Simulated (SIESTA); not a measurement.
Band structure of GaGe3 (P6_3/mmc, 8 atoms in the cell).

```xyz
8
Lattice="5.9850 0.0000 0.0000 -2.9925 5.1832 0.0000 0.0000 0.0000 5.0350" Properties=species:S:1:pos:R:3 pbc="T T T"
Ga     2.9925     1.7277     1.2587
Ga     0.0000     3.4555     3.7762
Ge     1.4684     0.8478     3.7762
Ge     1.5241     4.3354     1.2587
Ge     0.0000     1.6956     1.2587
Ge     2.9925     3.4876     3.7762
Ge     4.5166     0.8478     3.7762
Ge    -1.5241     4.3354     1.2587
```

Method: GGA PBEsol, numerical atomic orbitals DZP, PseudoDojo PBEsol standard norm-conserving potentials (rewritten from UPF to PSML) (SIESTA).

Settings: XC.functional = GGA; XC.authors = PBEsol; potentials = PseudoDojo PBEsol standard; PAO.BasisSize = DZP; PAO.EnergyShift = 0.005 Ry; MeshCutoff = 350 Ry; kgrid.MonkhorstPack = 3 3 4; OccupationFunction = MP; OccupationMPOrder = 0; ElectronicTemperature = 100 meV; MaxSCFIterations = 150; SCF.Mixer.Method = Pulay; SCF.Mixer.Weight = 0.2; SCF.Mixer.History = 8.

The starting cell comes from a database of computed structures (which also holds hypothetical and non-ambient phases and stackings), without a prior relaxation at this level. Values carry the incompleteness of an atom-centred basis.

Levels in eV from the Fermi level, bands 51 to 56:
```
point     51     52     53     54     55     56
-----  -----  -----  -----  -----  -----  -----
Γ      -2.67  -1.47  -1.27  -1.27  -0.97  -0.75
M      -2.11  -1.74  -1.59  -1.53  -1.20  -0.45
K      -2.94  -2.94  -0.15  -0.15   0.31   0.55
A      -4.22  -4.22  -4.22  -4.22   1.31   1.31
L      -1.50  -1.50   0.01   0.01   0.15   0.15
H      -1.83  -1.83   1.12   1.12   1.21   1.21
```

Bands cross the Fermi level along this path, so the cell is metallic at this level.

Higher empty bands are left out: an atom-centred basis made for the valence describes them poorly.
